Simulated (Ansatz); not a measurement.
# A computed series for C: response to strain

Base system: C in the diamond structure (space group Fd-3m, No. 227; a = 3.560 Å). Axes: x, y, z lie along the cube axes.

Strains are applied to the cell and any free atomic positions relax; under biaxial strain the out-of-plane vector relaxes too.

Calculations: Ansatz (an electronic-structure program) r2SCAN, spin-orbit coupling left out, earlier PAW set.

Candidates:
(a) biaxial strain +1.45 %, plane normal [110], relaxed out of plane
(b) isotropic strain +3.17 %
(c) biaxial strain −3.00 %, plane normal [110], relaxed out of plane

Base values:

```
Quantity   Result
--------  -------
Band gap  4.36 eV
```

### Question
Order them by band gap, highest first.

### Answer
(a) biaxial strain +1.45 %, plane normal [110], relaxed out of plane (4.18 eV), (b) isotropic strain +3.17 % (4.15 eV), (c) biaxial strain −3.00 %, plane normal [110], relaxed out of plane (3.88 eV)

A biaxial case was relaxed in a doubled cell and then solved in the primitive one. Whether these cells are dynamically stable was not tested.
